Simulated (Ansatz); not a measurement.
The reference is Cu3N (space group Pm-3m, No. 221).

```xyz
4
Lattice="3.8269 0.0000 0.0000 0.0000 3.8269 0.0000 0.0000 0.0000 3.8269" Properties=species:S:1:pos:R:3 pbc="T T T"
Cu     1.9134     0.0000     0.0000
Cu     0.0000     1.9134     0.0000
Cu     0.0000     0.0000     1.9134
N      0.0000     0.0000     0.0000
```

Cartesian axes are those of the cell as printed.

Computed with DFT with PBE, PAW potentials and a 420 eV plane-wave cutoff in Ansatz (an electronic-structure program), no spin-orbit coupling.

Strains are applied to the cell and any free atomic positions relax; under biaxial strain the out-of-plane vector relaxes too.

One change was made to it. Results:

```csv
quantity,base,after
band gap,0.22 eV,0.25 eV
energy relative to the base (free energy F),0 meV/atom,+0.8 meV/atom
shortest interatomic distance,191.3 pm,190.8 pm
```

Which change produced these results?
(A) biaxial strain +3.00 %, plane normal [001], relaxed out of plane
(B) biaxial strain +1.80 %, plane normal [001], relaxed out of plane
(C) biaxial strain +1.20 %, plane normal [001], relaxed out of plane
(D) biaxial strain +0.60 %, plane normal [001], relaxed out of plane
(E) biaxial strain +2.40 %, plane normal [001], relaxed out of plane

D, biaxial strain +0.60 %, plane normal [001], relaxed out of plane. For comparison, the energy relative to the base in the other runs: biaxial strain +2.40 %, plane normal [001], relaxed out of plane gives +12 meV/atom; biaxial strain +1.20 %, plane normal [001], relaxed out of plane gives +3.2 meV/atom; biaxial strain +1.80 %, plane normal [001], relaxed out of plane gives +7.1 meV/atom; biaxial strain +3.00 %, plane normal [001], relaxed out of plane gives +19 meV/atom.

Stability against distortions was not tested. All final runs are without spin polarisation. The zero or small gap of Cu3N can change with the level of theory.
